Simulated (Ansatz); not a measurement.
C11b WSi₂ was calculated with PBE in Ansatz (plane waves, PAW).

Numerical settings: plane-wave cutoff 520 eV, 24×24×24 k mesh, Fermi–Dirac smearing 0.05 eV, no spin polarisation, scalar-relativistic PAW data made under PBE.

A third-order Birch–Murnaghan fit to the energies gives V0 = 13.672 Å³/atom, B0 = 217 GPa, B′ = 4.4.

```tsv
V (Å³/atom)	P (GPa)
13.125	___
13.398	___
13.672	0.00
13.945	___
14.219	___
```

Question: Estimate the withheld pressures from this fit; the answers are the runs' own values.

Answer: 
- 13.125, P (GPa): 9.70
- 13.398, P (GPa): 4.59
- 13.945, P (GPa): -4.11
- 14.219, P (GPa): -7.80

The formula P = (3/2) B0 (x^(7/3) − x^(5/3)) [1 + (3/4)(B′ − 4)(x^(2/3) − 1)] with x = V0/V meets the computed pressures within 0.01 GPa when these rounded values are put in.

Shape and atoms are relaxed at each volume.

Note: the bulk modulus comes from volumes at which shape and atoms were relaxed.

Spin–orbit coupling is not included.

Computed values are for the static lattice.

The result took roughly 11 core-minutes.

Ansatz is a quantum-chemistry and plane-wave program.
